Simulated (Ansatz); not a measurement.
# What Ta → Nb does to LiTaO3

Consider LiTaO3 (space group R3c, No. 161; a = 5.139 Å, c = 13.765 Å (hexagonal axes)).

It is then changed as follows: Nb takes the place of Ta on all its sites, then cell and atoms are relaxed.

The values are results of Ansatz (a program for electronic structure), PBEsol, PAW, cutoff 420 eV, without spin-orbit coupling, earlier PAW set, not measurements. Settings: 8×8×8 k-points, 0.05 eV Fermi–Dirac smearing.

| quantity | base | changed | shift |
|---|---|---|---|
| volume per atom | 10.49 Å³ | 10.52 Å³ | +0.03 Å³ |
| density | 7.47 g/cm³ | 4.67 g/cm³ | -2.80 g/cm³ |
| lattice parameter a | 5.139 Å | 5.134 Å | -0.005 Å |
| c/a ratio | 2.679 | 2.693 | +0.014 |
| space group | R3c (No. 161) | R3c (No. 161) | – |
| shortest interatomic distance | 1.916 Å | 1.882 Å | -0.034 Å |
| band gap (an upper bound: an edge found on the path is not a true extremum; both cells) | 3.80 eV | 3.51 eV | -0.283 eV |

Spin-orbit coupling, missing from the scalar runs, can matter with Ta. Whether these cells are dynamically stable was not tested.
